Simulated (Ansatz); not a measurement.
The starting structures come from a database of crystals and need not be the phases stable at ambient conditions.

**Evanescent states of K$_{2}$PdBr$_{4}$ (P4/mmm, not sure to be the ambient phase, 7 atoms a cell, 34.2 Å³ an atom) along the normal of (110)**

Method: PBEsol (plane waves, PAW; Ansatz, an electronic-structure program).

The gap is the functional's own, uncorrected, and κ follows it; spin-orbit coupling is left out. Mid-gap values are interpolated between the computed energies.

Energies count from the valence-band top; κ is the least over a 8×4 mesh across the current.

```json
[
 {"E (eV)": "0.04", "κ (1/Å)": "0.222", "where": "off Γ"},
 {"E (eV)": "0.10", "κ (1/Å)": "0.270", "where": "off Γ"},
 {"E (eV)": "0.17", "κ (1/Å)": "0.288", "where": "off Γ"},
 {"E (eV)": "0.24", "κ (1/Å)": "0.303", "where": "off Γ"},
 {"E (eV)": "0.32", "κ (1/Å)": "0.294", "where": "Γ"},
 {"E (eV)": "0.39", "κ (1/Å)": "0.285", "where": "Γ"},
 {"E (eV)": "0.46", "κ (1/Å)": "0.274", "where": "Γ"},
 {"E (eV)": "0.53", "κ (1/Å)": "0.263", "where": "Γ"},
 {"E (eV)": "0.59", "κ (1/Å)": "0.250", "where": "Γ"},
 {"E (eV)": "0.67", "κ (1/Å)": "0.236", "where": "Γ"},
 {"E (eV)": "0.73", "κ (1/Å)": "0.221", "where": "Γ"},
 {"E (eV)": "0.81", "κ (1/Å)": "0.203", "where": "Γ"},
 {"E (eV)": "0.88", "κ (1/Å)": "0.182", "where": "Γ"},
 {"E (eV)": "0.94", "κ (1/Å)": "0.158", "where": "Γ"},
 {"E (eV)": "1.01", "κ (1/Å)": "0.126", "where": "Γ"},
 {"E (eV)": "1.08", "κ (1/Å)": "0.082", "where": "Γ"}
]
```

**Question.** How thick must the barrier be to attenuate the transmission by 10^4 when the electrodes' Fermi level lies at 1.08 eV, and what attenuation does that film give at 0.53 eV?

**Answer.** d = 4 ln 10 / (2 × 0.082) = 56.2 Å. At 0.53 eV it gives 4 × 0.263/0.082 = 12.8 decades.
